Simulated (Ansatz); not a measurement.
Data:

```
CSi
1.0
    3.12670     0.00000     0.00000
   -1.56335     2.70780     0.00000
    0.00000     0.00000     5.13318
Si C
2 2
Direct
  0.33333   0.66667   0.99956
  0.66667   0.33333   0.49956
  0.33333   0.66667   0.37544
  0.66667   0.33333   0.87544
```

Level of theory: r2SCAN with spin-orbit coupling, rigid bands (plane waves, PAW; Ansatz, a quantum-chemistry and plane-wave program). Condition of this run: hydrostatic pressure of -10 GPa (compression positive) (the target of the relaxation). Geometry: cell and atoms relaxed with PBEsol, then loaded as said.

Question: What conductivity effective mass do dilute electrons have at 300 K?

Answer: 0.45 (x), 0.45 (y), 0.27 (z) mₑ.

Question: Predict the hole conductivity mass (n e² τ/σ) at 300 K, by direction if it differs.

Answer: 1.10 (x), 1.10 (y), 1.40 (z) mₑ.

Question: And the band gap?

Answer: 2.72 eV at this level; semilocal functionals usually fall short of the measured gap.

Rigid bands, one relaxation time for all states, no polarons. Geometry: cell and atoms relaxed with PBEsol.
